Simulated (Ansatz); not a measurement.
## ZnS, pressure series

The reference is ZnS in the zinc blende structure (space group F-43m, No. 216; a = 5.357 Å).

Cell and atoms are relaxed at each pressure.

Method: PBEsol (Ansatz, a first-principles code; PAW; 420 eV plane waves; spin-orbit coupling left out).

Candidates:
(a) pressure −2 GPa
(b) pressure 9 GPa
(c) pressure 4.5 GPa
(d) pressure 2.1 GPa

For the base:

```
Property    Value
--------  -------
Band gap  2.09 eV
```

**Question.** Order them by band gap, lowest first.

**Answer.** (a) pressure −2 GPa (1.97 eV), (d) pressure 2.1 GPa (2.20 eV), (c) pressure 4.5 GPa (2.31 eV), (b) pressure 9 GPa (2.49 eV)

Load acts through the strain it causes; cell and atoms are relaxed under it. No phonon test of stability was made. Tetrahedral semiconductors of this kind turn to denser phases somewhere between about 1 and 50 GPa; those were not computed, so compressed cells here can lie past the real transition.
